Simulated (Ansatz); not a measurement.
The starting structures come from a database of crystals and need not be the phases stable at ambient conditions.

Here is the system:

```
K2PdAs2
1.0
    6.51799     0.00000     0.00000
   -3.25900     7.23540     0.00000
    0.00000     0.00000     6.00302
K As Pd
4 4 2
Cartesian
  3.25900   1.15564   4.50227
  0.00000   6.07976   1.50076
  0.00000   2.97086   4.50227
  3.25900   4.26454   1.50076
  1.20439   1.61610   1.50076
  2.05460   5.61930   4.50227
 -2.05460   5.61930   4.50227
  5.31360   1.61610   1.50076
  0.00000   0.00000   0.00000
  0.00000   0.00000   3.00151
```

The cell is taken as given; by PBEsol it stands under a pressure of -0.9 GPa.

Transport runs along the normal of the first two printed cell vectors.

The gap is the functional's own. No spin-orbit coupling. Mid-gap values are those at the computed energy nearest the middle.

### Question
Predict the band gap and the smallest decay constant κ at mid-gap from Ansatz (a program for electronic structure) with PBEsol.

### Answer
Gap 0.59 eV on a 6×6×6 mesh; κ = 0.105 1/Å, at the zone centre.
